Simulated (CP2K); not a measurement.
Worked example: self-consistent single point of CdS (F-43m, 2 atoms in the cell) in CP2K

Computed with PBE, GPW, DZVP-MOLOPT-SR-GTH basis, GTH-PBE potentials (GTH_POTENTIALS) (CP2K 2026.2).

The input file:

```
&GLOBAL
  PROJECT scf
  RUN_TYPE ENERGY_FORCE
  PRINT_LEVEL MEDIUM
&END GLOBAL
&FORCE_EVAL
  METHOD Quickstep
  STRESS_TENSOR ANALYTICAL
  &DFT
    BASIS_SET_FILE_NAME BASIS_MOLOPT
    POTENTIAL_FILE_NAME GTH_POTENTIALS
    &QS
      METHOD GPW
      EPS_DEFAULT 1E-10
    &END QS
    &MGRID
      CUTOFF 500
      REL_CUTOFF 40
      NGRIDS 5
    &END MGRID
    &SCF
      SCF_GUESS ATOMIC
      EPS_SCF 1E-7
      MAX_SCF 100
      ADDED_MOS 4
      &DIAGONALIZATION
        ALGORITHM STANDARD
      &END DIAGONALIZATION
      &MIXING
        METHOD BROYDEN_MIXING
        ALPHA 0.3
        NBUFFER 8
        BETA 1
      &END MIXING
    &END SCF
    &KPOINTS
      SCHEME MONKHORST-PACK 5 5 5
    &END KPOINTS
    &XC
      &XC_FUNCTIONAL PBE
      &END XC_FUNCTIONAL
    &END XC
    &PRINT
      &MO
        EIGENVALUES T
        OCCUPATION_NUMBERS T
        NDIGITS 8
        FILENAME mo
        &EACH
          QS_SCF 0
        &END EACH
        ADD_LAST NUMERIC
      &END MO
      &MULLIKEN ON
      &END MULLIKEN
    &END PRINT
  &END DFT
  &SUBSYS
    &CELL
      A 4.16196700 0.00000000 0.00000000
      B 2.08098300 3.60436900 0.00000000
      C 2.08098300 1.20145600 3.39823200
      PERIODIC XYZ
    &END CELL
    &COORD
      SCALED
      Cd       0.00000000     0.00000000     0.00000000
      S        0.25000000     0.25000000     0.25000000
    &END COORD
    &KIND Cd
      BASIS_SET DZVP-MOLOPT-SR-GTH-q12
      POTENTIAL GTH-PBE-q12
    &END KIND
    &KIND S
      BASIS_SET DZVP-MOLOPT-SR-GTH-q6
      POTENTIAL GTH-PBE-q6
    &END KIND
  &END SUBSYS
  &PRINT
    &FORCES ON
    &END FORCES
    &STRESS_TENSOR ON
    &END STRESS_TENSOR
  &END PRINT
&END FORCE_EVAL
```

Log, with long lists cut:

```
 GLOBAL| Method name                                                        CP2K
 GLOBAL| Project name                                                        scf
 GLOBAL| Run type                                                   ENERGY_FORCE

 CELL| Volume [angstrom^3]:                                            50.977778
 CELL| Vector a [angstrom]:       4.162     0.000     0.000   |a| =     4.161967
 CELL| Vector b [angstrom]:       2.081     3.604     0.000   |b| =     4.161967
 CELL| Vector c [angstrom]:       2.081     1.201     3.398   |c| =     4.161967
 CELL| Angle (b,c), alpha [degree]:                                    60.000009
 CELL| Angle (a,c), beta  [degree]:                                    60.000006
 CELL| Angle (a,b), gamma [degree]:                                    60.000005
 CELL| Numerically orthorhombic:                                              NO
 CELL| Periodicity                                                           XYZ

 DFT| Spin restricted Kohn-Sham (RKS) calculation                            RKS
 DFT| Multiplicity                                                             1
 DFT| Number of spin states                                                    1
 DFT| Charge                                                                   0
 DFT| XC density smoothing                                                  NONE
 DFT| XC derivatives                                                          PW

 QS| Method:                                                                 GPW
 QS| Density plane wave grid type                        NON-SPHERICAL FULLSPACE
 QS| Number of grid levels:                                                    5
 QS| Density cutoff [a.u.]:                                                250.0
 QS| Multi grid cutoff [a.u.]: 1) grid level                               250.0
   [... lines left out ...]
 BRILLOUIN| Wavefunction type                                            COMPLEX
 BRILLOUIN| List of Kpoints [2 Pi/Bohr]                                       63
 BRILLOUIN| Number           Weight            X              Y              Z
 BRILLOUIN|     1           0.01600       -0.40000       -0.40000       -0.40000
 BRILLOUIN|     2           0.01600       -0.40000       -0.40000       -0.20000
 BRILLOUIN|     3           0.01600       -0.40000       -0.40000        0.00000
   [... 60 lines left out ...]
 *******************************************************************************

 Extrapolation method: initial_guess

 Re-scaling the density matrix to get the right number of electrons
                  # Electrons              Trace(P)               Scaling factor
                           18                18.000                        1.000

 Number of electrons:                                                         18
 Number of occupied orbitals:                                                  9
 Number of molecular orbitals:                                                13

 Number of orbital functions:                                                 38
 Number of independent orbital functions:                                     38
 SCF WAVEFUNCTION OPTIMIZATION

  Step     Update method      Time    Convergence         Total energy    Change
     1 NoMix/Diag. 0.30E+00      -     1.73683184       -56.3706004799 -5.64E+01
     2 Broy./Diag. 0.30E+00      -     0.06007293       -56.1675652661  2.03E-01
     3 Broy./Diag. 0.30E+00      -     0.09794124       -56.2682415033 -1.01E-01
     4 Broy./Diag. 0.30E+00      -     0.01191149       -56.3479374918 -7.97E-02
     5 Broy./Diag. 0.30E+00      -     0.00171920       -56.3298128384  1.81E-02
     6 Broy./Diag. 0.30E+00      -     0.00048801       -56.3228604963  6.95E-03
     7 Broy./Diag. 0.30E+00      -     0.00010942       -56.3205752717  2.29E-03
     8 Broy./Diag. 0.30E+00      -     0.00041410       -56.3229065701 -2.33E-03
     9 Broy./Diag. 0.30E+00      -     0.00003506       -56.3240819464 -1.18E-03
    10 Broy./Diag. 0.30E+00      -     0.00005174       -56.3238888234  1.93E-04
    11 Broy./Diag. 0.30E+00      -     0.00000120       -56.3237709828  1.18E-04
    12 Broy./Diag. 0.30E+00      -     0.00000138       -56.3237707474  2.35E-07
    13 Broy./Diag. 0.30E+00      -     0.00000009       -56.3237723609 -1.61E-06
  *** SCF run converged in    13 steps ***

  Electronic density on regular grids:        -17.9999999982        0.0000000018
  Core density on regular grids:               17.9999999979       -0.0000000021
  Total charge density on r-space grids:       -0.0000000003
  Total charge density g-space grids:          -0.0000000003

  Overlap energy of the core charge distribution:               0.00000000020390
  Self energy of the core charge distribution:                -98.03709906323351
  Core Hamiltonian energy:                                     29.57157135199476
  Hartree energy:                                              21.04575954327685
  Exchange-correlation energy:                                 -8.90400419311305

  Total energy:                                               -56.32377236087104

                     Mulliken Population Analysis

 #  Atom  Element  Kind  Atomic population                           Net charge
       1     Cd       1         11.613952                              0.386048
       2     S        2          6.386048                             -0.386048
 # Total charge                             18.000000                 -0.000000

 ENERGY| Total FORCE_EVAL ( QS ) energy [hartree]            -56.323771520680722

 FORCES| Atomic forces [hartree/bohr]
 FORCES|   Atom     x               y               z               |f|
 FORCES|      1 -8.90533013E-08 -4.69946717E-08 -4.26498183E-08   1.09352625E-07
 FORCES|      2  1.07564570E-07  5.76824238E-08  5.02063996E-08   1.31977579E-07
 FORCES| Sum     1.85112691E-08  1.06877521E-08  7.55658129E-09
 FORCES| Total atomic force                                       2.26715030E-08

 STRESS| Analytical stress tensor [bar]
 STRESS|                        x                   y                   z
 STRESS|      x        2.33567768341E+04  -2.47388115024E+00  -1.74930020915E+00
 STRESS|      y       -2.47388115024E+00   2.33595326887E+04  -1.15476771737E+00
 STRESS|      z       -1.74930020915E+00  -1.15476771737E+00   2.33602490034E+04
 STRESS| 1/3 Trace                                             2.33588528420E+04
```

The run converged in 13 iterations.

The starting cell comes from a database of computed structures (which also holds hypothetical and non-ambient phases and stackings), without a prior relaxation at this level. Values carry the incompleteness of an atom-centred basis.
